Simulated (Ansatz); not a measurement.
# Ru: response to strain

The reference is Ru in the hcp (Mg type) structure (space group P6_3/mmc, No. 194; a = 2.722 Å, c = 4.294 Å; relaxed with 0.1 eV smearing).

Strains are applied to the cell and any free atomic positions relax.

All numbers come from Kohn–Sham DFT with the PBE functional, run in Ansatz (an electronic-structure program) with PAW and 420 eV plane waves, no SOC.

Notes on the quantities. energy relative to the base: free energy F.

| variant | shortest interatomic distance | energy relative to the base |
|---|---|---|
| base | 2.661 Å | 0 meV/atom |
| isotropic strain −3.00 % | 2.581 Å | +122 meV/atom |
| isotropic strain −1.50 % | 2.621 Å | +29 meV/atom |
| isotropic strain −1.00 % | 2.634 Å | … |
| isotropic strain −0.50 % | 2.647 Å | +3.1 meV/atom |
| isotropic strain +0.50 % | 2.674 Å | +3.0 meV/atom |
| isotropic strain +1.00 % | 2.687 Å | +12 meV/atom |
| isotropic strain +1.50 % | 2.701 Å | +26 meV/atom |
| isotropic strain +2.00 % | 2.714 Å | +45 meV/atom |
| isotropic strain +2.50 % | 2.727 Å | +68 meV/atom |

Question: Fill in the withheld entries from the trend.

Answer: 
- isotropic strain −1.00 %, energy relative to the base: +13 meV/atom

No phonon test of stability was made. All final runs are without spin polarisation.
